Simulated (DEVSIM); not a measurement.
Device: Ru/SiO2/n-Si capacitor, at 300 K.

```
layer (left to right)  material  thickness (nm)  Nd (cm⁻³)
---------------------  --------  --------------  ---------
1                          SiO2            3.00          -
2                            Si             570       1e18
```

Metal gate on the left, work function 4.7 eV. Fixed charge at the semiconductor interface 1.7e11 cm⁻² (in units of +e); no interface traps.

Constants are typed, rounded textbook-type inputs, not results; the design itself was drawn at random and stands for no fabricated device. Values at 300 K; Nc and Nv go as T^1.5, mobilities as T to minus their exponent, the gap by Varshni's rule with the affinity fixed.

| parameter | SiO2 | Si |
|---|---|---|
| gap (eV) | 9 | 1.124 |
| affinity (eV) | 0.9 | 4.05 |
| permittivity | 3.9 | 11.7 |
| Nc (cm⁻³) | - | 2.86e19 |
| Nv (cm⁻³) | - | 3.1e19 |
| Varshni α (eV/K) | - | 0.000473 |
| Varshni β (K) | - | 636 |

Simulated with DEVSIM: 1D Poisson equation in equilibrium, Boltzmann statistics, complete ionisation; no quantum confinement or tunnelling. Metal contacts follow the ideal Schottky-Mott rule: no Fermi-level pinning, no interface dipoles.

Base results: minimum of the low-frequency capacitance (μF/cm²) 0.256; flat-band voltage (V) 0.54; capacitance of the dielectric stack (μF/cm²) 1.15; threshold voltage (band bending 2φF) (V) -0.90.

Problem. What follows from this one change: SiO2 thickness 0.003 → 0.0017 μm?

Solution. minimum of the low-frequency capacitance 0.256 → 0.283 μF/cm²; flat-band voltage 0.54 → 0.55 V; capacitance of the dielectric stack 1.15 → 2.03 μF/cm²; threshold voltage (band bending 2φF) -0.90 → -0.67 V.

Problem. What follows from this one change: fixed charge 1.7e+11 → 3.77e+12 cm^-2?

Solution. minimum of the low-frequency capacitance little changed (0.256 μF/cm²); flat-band voltage 0.54 → 0.04 V; capacitance of the dielectric stack little changed (1.15 μF/cm²); threshold voltage (band bending 2φF) -0.90 → -1.40 V.

Problem. What follows from this one change: temperature 300 → 250 K?

Solution. minimum of the low-frequency capacitance 0.256 → 0.245 μF/cm²; flat-band voltage 0.54 → 0.56 V; capacitance of the dielectric stack little changed (1.15 μF/cm²); threshold voltage (band bending 2φF) -0.90 → -0.94 V.

Problem. What follows from this one change: gate work function 4.7 → 5 eV?

Solution. minimum of the low-frequency capacitance little changed (0.256 μF/cm²); flat-band voltage 0.54 → 0.84 V; capacitance of the dielectric stack little changed (1.15 μF/cm²); threshold voltage (band bending 2φF) -0.90 → -0.60 V.

Problem. What follows from this one change: interface trap density 0 → 1e+11 cm^-2 eV^-1?

Solution. minimum of the low-frequency capacitance 0.256 → 0.266 μF/cm²; flat-band voltage little changed (0.55 V); capacitance of the dielectric stack little changed (1.15 μF/cm²); threshold voltage (band bending 2φF) little changed (-0.90 V).
